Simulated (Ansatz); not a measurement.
**Pb: pressure 4.5 GPa**

Base system: Pb in the fcc (Cu type) structure (space group Fm-3m, No. 225; a = 5.034 Å).

It is then changed as follows: cell and atoms relaxed at a pressure of 4.5 GPa.

The values are results of PBE, PAW, 420 eV (Ansatz, an electronic-structure program; without spin-orbit coupling), not measurements. Γ-centred 16×16×16 mesh, Fermi–Dirac width 0.05 eV.

Volume per atom: 29.19 Å³ (base 31.89 Å³)
Density: 11.79 g/cm³ (base 10.79 g/cm³)
Shortest interatomic distance: 3.456 Å (base 3.560 Å)
Enthalpy H = E + PV relative to the base's energy: +0.85 eV/atom
Band gap: zero (base zero)

Cost of the whole job for the changed cell (relaxation, final SCF and bands): roughly 6 core-seconds.

Load acts through the strain it causes; cell and atoms are relaxed under it. Stability against distortions was not tested.
